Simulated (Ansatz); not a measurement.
GaN (P6_3mc), PBEsol with spin-orbit coupling, rigid bands run with Ansatz (an electronic-structure program): N_c = 1.90e18 cm⁻³ at 300 K and an electron conductivity mass of 0.186 mₑ along x (a = (3.18, 0.00, 0.00) Å; b = (-1.59, 2.76, 0.00) Å; c = (0.00, 0.00, 5.19) Å).

Question: For 1e16 electrons per cm³ at 300 K, place the Fermi level, estimate the Seebeck coefficient of a parabolic band with constant τ, and give mobility and conductivity for τ = 20 fs.

Answer: The level lies k_BT ln(N_c/n) = 0.136 eV below the conduction-band minimum. S ≈ −(k_B/e)[ln(N_c/n) + 5/2] = -668 μV/K, against -662 μV/K from the full bands (mean over directions). μ = eτ/m = 189 cm²/(V·s) and σ = neμ = 0.303 S/cm. τ is assumed, not computed.

Band transport and this doping are assumed; polarons and phonon drag are left out.
